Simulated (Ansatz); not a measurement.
The parent structure is ZnCu₂SnS₄ (space group I-4, No. 82).

```xyz
8
Lattice="-2.7341 2.7341 5.4675 2.7341 -2.7341 5.4675 2.7341 2.7341 -5.4675" Properties=species:S:1:pos:R:3 pbc="T T T"
Cu     0.0000     0.0000     0.0000
Cu     0.0000     2.7341     2.7338
Zn     2.7341     0.0000     2.7338
Sn     0.0000     0.0000     5.4675
S      1.4561    -1.4127     6.8825
S      1.3215     1.2780    -1.4150
S      1.2780     4.1468     1.4150
S      1.4127     1.4561     4.0526
```

Cartesian axes are those of the cell as printed.

Calculations: Kohn–Sham DFT with the PBE functional, run in Ansatz (a quantum-chemistry and plane-wave program) with PAW and 420 eV plane waves, no SOC.

Base values:

The pressure is 0.0 GPa.

Modification: the cell is compressed by 1.50 % along z with no lateral relaxation, atoms relaxed at fixed cell.

Task: What does the calculation give for the pressure and energy relative to the base after the change?

Result: The pressure (mean of the normal stresses, compression positive) goes from zero to 1.1 GPa; the energy increases by 1.4 meV/atom.

The cells carry an imposed strain or load. Whether these cells are dynamically stable was not tested. The final runs are not spin-polarised. Gaps under 0.05 eV, about the width of the smearing, are given as zero.
